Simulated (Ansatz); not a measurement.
Amorphous In10Ga10Zn10O40, 70 atoms at 5.81 g/cm³, one PBE-relaxed geometry, zone centre. Methods: PBE, scalar-relativistic without spin-orbit coupling (Ansatz, a quantum-chemistry and plane-wave program); r2SCAN, scalar-relativistic without spin-orbit coupling (Ansatz); HSE06, scalar-relativistic without spin-orbit coupling (Ansatz). Plane waves to 420 eV (r2SCAN 500 eV); exact exchange is cut at the cell's faces. At PBE the levels at the filled edge of the gap are localised (band-tail or defect states). All rungs ran without spin polarisation.

It comes from a melt-quench run on a machine-learned potential (CHGNet), relaxed afterwards by DFT. O atoms were pushed apart under 1.9 Å during the dynamics, to hinder bonds among them. The hot cell started wider than the set density and was brought back towards it in steps. It is the lowest in DFT energy of 2 quenches. It is a model cell: composition and starting density were chosen by hand, and all elements were melted together. No dispersion term was used. Its density started from a set value of 6.09 and ended at 5.81 g/cm³. The simulated quench (nominally 84 K/ps over its main leg) is rapid and tends to freeze in more defects than a deposited or slowly cooled glass has. A cell of this size samples the disorder only roughly. Volume and shape were free in the relaxation.

The relaxation ran on the zone centre alone. At PBE the level gap is 0.63 eV on a 2×2×2 Γ-centred mesh, and the spacing at the zone centre alone 0.64 eV.

### Question
What zone-centre spacing does r2SCAN give, roughly?

### Answer
1.09 eV (+0.45 eV against PBE).

### Question
What zone-centre spacing does HSE06 give, roughly?

### Answer
2.17 eV (+1.53 eV against PBE).

The highest filled and the lowest empty state spread over these numbers of atoms (participation numbers): PBE: 7.1 and 64.8; r2SCAN: 7.2 and 63.8; HSE06: 6.7 and 63.5.
